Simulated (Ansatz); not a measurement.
The starting structures come from a database of crystals and need not be the phases stable at ambient conditions.

# Evanescent states of KRb2GaF6 (Fm-3m, not sure to be the ambient phase, 10 atoms a cell, 16.8 Å³ an atom) along the normal of (111)

The numbers are results of r2SCAN (plane waves, PAW; Ansatz, a quantum-chemistry and plane-wave program), not measurements.

The gap is the functional's own. No spin-orbit coupling. Mid-gap values are interpolated on the energy grid.

Energies count from the valence-band top; κ is the least over a 6×6 mesh across the current.

```tsv
E (eV)	κ (1/Å)	where
0.16	0.365	Γ
0.48	0.426	Γ
0.80	0.467	Γ
1.12	0.495	Γ
1.44	0.515	Γ
1.76	0.529	Γ
2.08	0.538	Γ
2.40	0.542	Γ
2.72	0.544	Γ
3.04	0.542	Γ
3.36	0.537	Γ
3.68	0.529	Γ
4.00	0.517	Γ
4.32	0.503	Γ
4.64	0.486	Γ
4.96	0.465	Γ
5.28	0.440	Γ
5.60	0.410	Γ
5.92	0.374	Γ
6.24	0.330	Γ
6.56	0.273	Γ
6.88	0.192	Γ
```

Q: How thick must the barrier be to attenuate the transmission by 10^4 when the electrodes' Fermi level lies at 6.56 eV, and what attenuation does that film give at 4.00 eV?

A: d = 4 ln 10 / (2 × 0.273) = 16.9 Å. At 4.00 eV it gives 4 × 0.517/0.273 = 7.6 decades.
